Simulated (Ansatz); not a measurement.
Base system: Ti3Al (space group P6_3/mmc, No. 194; a = 5.747 Å, c = 4.632 Å). Axes: x lies along a and z along c of the hexagonal cell.

All numbers come from r2SCAN/PAW in Ansatz (a quantum-chemistry and plane-wave program), spin-orbit coupling left out.

Base values:

The band gap is zero, the pressure is 0.0 GPa and the volume per atom is 16.56 Å³.

One thing is altered: tensile biaxial strain of 0.48 % in the plane normal to [001], as in epitaxy on a mismatched substrate; the out-of-plane cell vector and the atoms relax.

Task: What happens to the band gap?

Result: The band gap stays zero.

Task: What does the calculation give for the pressure after the change?

Result: The pressure (mean of the normal stresses, compression positive) goes from zero to -0.8 GPa.

Task: What does the calculation give for the volume per atom after the change?

Result: The volume per atom rises by 0.12 Å³ (16.56 Å³ → 16.68 Å³).

Task: Estimate the effect on the energy relative to the base.

Result: The energy goes up by 0.6 meV/atom.

No phonon test of stability was made. All final runs are without spin polarisation.
